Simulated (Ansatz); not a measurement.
# A self-consistent single point of HfNi (Cmcm, 4 atoms in the cell) with Ansatz

Computed with LDA (PW92), default PAW files made with PBE (plane waves; Ansatz, a quantum-chemistry and plane-wave program).

This input was run:

Ansatz 0.2 input:
```yaml
# HfNi
crystal:
  lattice:
    - [1.592925, -4.892355, 0.000000]
    - [1.592925, 4.892355, 0.000000]
    - [0.000000, 0.000000, 4.014716]
  atoms:
    - { symbol: Hf, position_ang: [1.592925, -3.532378, 3.011037] }
    - { symbol: Hf, position_ang: [1.592925, 3.532378, 1.003679] }
    - { symbol: Ni, position_ang: [1.592925, -0.824362, 3.011037] }
    - { symbol: Ni, position_ang: [1.592925, 0.824362, 1.003679] }
basis:
  ecutwfc: 420.0
kpoints:
  mp_grid: { grid: [9, 9, 7] }
hamiltonian:
  xc: lda
  pseudopotentials: { kind: paw }
scf:
  occupations: { method: gaussian, width: 0.1 }
output:
  forces: true
  eigenvalues: true
  stress: true
```

The program printed (abridged):

```
WARN ansatz: RAYON_NUM_THREADS=1 ignored (pool sized by the plan → 1); use --threads N
Pseudopotentials: kind: paw
Pseudopotential: Hf, paw, valence charge 26
Pseudopotential: Ni, paw, valence charge 18
Crystal: 4 atoms, lattice volume = 62.575 Å³
Basis set: ecut = 420 eV, 1233 PW (Γ)
Bands: 53, of which v1, the nominal top of the filled ones, is band 44 counted from 1 (43 counted from 0)
Symmetry: 8 space group operations
Space group: Cmcm (ITA 63), of the structure as read, at distance tolerance 4.0e-5 Å
k-points: 100 of 567
PAW frozen core: Hf, regenerated for the run's functional, and the local potential with it
PAW frozen core: Ni, regenerated for the run's functional, and the local potential with it
Initial density: superposition of atomic densities (neutral atoms: chi_scale 0, normalization atom), corrected by the library's trained network
Initial wavefunctions: pseudopotential atomic-orbital guess
Eigensolver: davidson
Functional: x = slater, c = lda
SCF iter   1: F=—  HF=-42502.610946 eV  |F-HF|=—  |Δ(HF+E_count)|=         —  Δρ=2.78e-2  dr2=3.02e-1  ethr=1.77e-3  ⟨swp⟩=5.5  Hψ=15753  notcnv=0  defer=20
all-band conjugate gradients solve this SCF's bands
preconditioner: auto → Kerker (q_TF=auto, 2.888 Å⁻¹)
SCF iter   2: F=—  HF=-42502.582889 eV  |F-HF|=—  |Δ(HF+E_count)|=   2.81e-2  Δρ=8.46e-3  dr2=3.34e-2  ethr=3.43e-4  ⟨swp⟩=2.0  Hψ=6773  notcnv=0  defer=129
SCF iter   3: F=—  HF=-42502.578709 eV  |F-HF|=—  |Δ(HF+E_count)|=   4.18e-3  Δρ=2.67e-3  dr2=5.04e-3  ethr=3.80e-5  ⟨swp⟩=1.1  Hψ=5115  notcnv=0  defer=129
SCF iter   4: F=—  HF=-42502.577662 eV  |F-HF|=—  |Δ(HF+E_count)|=   1.05e-3  Δρ=6.81e-4  dr2=3.85e-4  ethr=5.73e-6  ⟨swp⟩=2.0  Hψ=6948  notcnv=0  defer=129
SCF iter   5: F=—  HF=-42502.577606 eV  |F-HF|=—  |Δ(HF+E_count)|=   5.57e-5  Δρ=1.68e-4  dr2=2.14e-5  ethr=4.37e-7  ⟨swp⟩=2.0  Hψ=8860  notcnv=0  defer=129
SCF iter   6: F=—  HF=-42502.577560 eV  |F-HF|=—  |Δ(HF+E_count)|=   4.60e-5  Δρ=1.06e-4  dr2=4.85e-6  ethr=2.43e-8  ⟨swp⟩=3.1  Hψ=10259  notcnv=0  defer=129
SCF iter   7: F=—  HF=-42502.577562 eV  |F-HF|=—  |Δ(HF+E_count)|=   2.52e-6  Δρ=3.18e-5  dr2=7.09e-7  ethr=5.51e-9  ⟨swp⟩=2.0  Hψ=8603  notcnv=0  defer=129
SCF iter   8: F=-42502.577562 eV  HF=-42502.577562 eV  |F-HF|=3.23e-8  |Δ(HF+E_count)|=   1.05e-7  Δρ=8.82e-6  dr2=5.98e-8  ethr=1.14e-10  ⟨swp⟩=9.0  Hψ=25971  notcnv=0
SCF 1 converged in 8 iterations: F = -42502.577562 eV  dr2 = 5.98e-8
SCF converged after 8 iterations
Free energy (F): -42502.577562 eV
Harris-Foulkes:  -42502.577562 eV  (|F-HF|=3.23e-8)
Internal energy: -42502.564711 eV  (E = F + TS)
E sigma→0 (E₀):  -42502.571137 eV
Entropy (-TS):   -0.012851 eV (-3.213 meV/atom)
Fermi energy:    20.337841 eV
--- Per-component energies (eV) ---
  E_band       = -402.291066
  E_kinetic    = 1421.267211
  E_local      = -16800.871001  (includes V_loc(G=0)·N_el)
  E_nonlocal   = -1194.310889
  E_hartree    = 7572.950842
  E_xc         = -767.555661
  E_vxc        = -756.341977  (∫ρ·V_xc dr)
  E_paw        = -16494.762900  (= ΣΔE_a)
  E_vpaw       = 1782.065840  (= ΣTr[D̂ρ^β])
  E_aug_tail   = 0.000838  (compensation charges beyond the density's cutoff)
  E_ewald      = -16245.065877
  E_core_change = 5.782726  (= ΣΔE_core)
  E_smearing   = -0.012851  (= −TS)
  E_closure    = 0.000000  (closes the sum)
  Σ components = -42502.577562   (vs F -42502.577562, Δ=0.00e0)
--- Forces (eV/Å), atoms counted from 1 ---
  atom   1  Hf     0.00000000     0.01631766     0.00000000
  atom   2  Hf     0.00000000    -0.01631766     0.00000000
  atom   3  Ni     0.00000000     0.04635723     0.00000000
  atom   4  Ni     0.00000000    -0.04635723     0.00000000
  max |Σ_I F_I| component: 0.00e0 eV/Å
--- Stress (GPa, compression-positive) ---
       -3.493707       0.000000       0.000000
        0.000000      -5.560805       0.000000
        0.000000       0.000000      -4.727899
  P = ⅓ Tr σ = -4.5941 GPa (-45.941 kbar)
  The stress holds the Pulay correction. Without it, at fixed plane waves, as pw.x and ABINIT print it: P = -4.6668 GPa
--- Band table (eV; the first three rows and the last of 100) ---
  k-point 0: bands = ["-82.4316", "-82.4251", "-43.3205", "-43.2785", "-43.2390", "-43.2250", "-43.2180", "-43.2134", "-41.4572", "-41.4291", "-10.2856", "-10.2530", "-10.0410", "-9.9817", "-9.9586", "-9.9269", "8.5208", "8.5269", "8.5303", [...]
  k-point 1: bands = ["-82.4313", "-82.4254", "-43.3200", "-43.2830", "-43.2361", "-43.2247", "-43.2184", "-43.2138", "-41.4548", "-41.4296", "-10.2700", "-10.2532", "-10.0605", "-9.9794", "-9.9732", "-9.9301", "8.5204", "8.5216", "8.5337", [...]
  k-point 2: bands = ["-82.4304", "-82.4263", "-43.3177", "-43.2930", "-43.2299", "-43.2237", "-43.2193", "-43.2153", "-41.4488", "-41.4314", "-10.2484", "-10.2291", "-10.1066", "-10.0143", "-9.9728", "-9.9387", "8.5162", "8.5182", "8.5336", [...]
  k-point 99: bands = ["-82.4291", "-82.4276", "-43.3134", "-43.3048", "-43.2234", "-43.2223", "-43.2207", "-43.2190", "-41.4379", "-41.4361", "-10.3357", "-10.3226", "-9.9956", "-9.9847", "-9.9661", "-9.9461", "8.5191", "8.5198", "8.5309", [...]
```

The run converged in 8 iterations.

The starting cell comes from a database of computed structures (which also holds hypothetical and non-ambient phases and stackings), without a prior relaxation at this level. Its lattice was rescaled by up to half a per cent. Spin-orbit coupling is off. Spin polarisation is off. With a pressure of about -5 GPa the cell is away from its equilibrium volume at this level. Ansatz's pressure includes its estimate of the finite-basis (Pulay) stress.
